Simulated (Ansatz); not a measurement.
Consider AlAs in the zinc blende structure (space group F-43m, No. 216; a = 5.674 Å). Axes: x, y, z lie along the cube axes.

Calculations: PBEsol (Ansatz, a first-principles code; PAW; 420 eV plane waves; no spin-orbit coupling), earlier PAW set.

Strains are applied to the cell and any free atomic positions relax; under stress the whole cell relaxes.

One change was made to it. Results:

The energy grows by 4.5 meV/atom; the smallest direct gap falls by 0.06 eV (1.91 eV → 1.85 eV).

Task: What was done to the base?
A) uniaxial stress, 0.5 GPa compression along z
B) strain tensor (xx, yy, zz, yz, xz, xy) = (−0.01, +1.53, −0.81, +0.09, −1.30, +1.26) %
C) uniaxial strain ε_xx = −2.15 %
D) tensor shear ε_yz = +2.10 %
E) uniaxial stress, 2 GPa compression along x

Result: E, uniaxial stress, 2 GPa compression along x. For comparison, the smallest direct gap in the other runs: uniaxial strain ε_xx = −2.15 % gives 2.01 eV; tensor shear ε_yz = +2.10 % gives 1.67 eV; uniaxial stress, 0.5 GPa compression along z gives 1.90 eV; strain tensor (xx, yy, zz, yz, xz, xy) = (−0.01, +1.53, −0.81, +0.09, −1.30, +1.26) % gives 1.65 eV.

Stability under load was not tested beyond the relaxation.
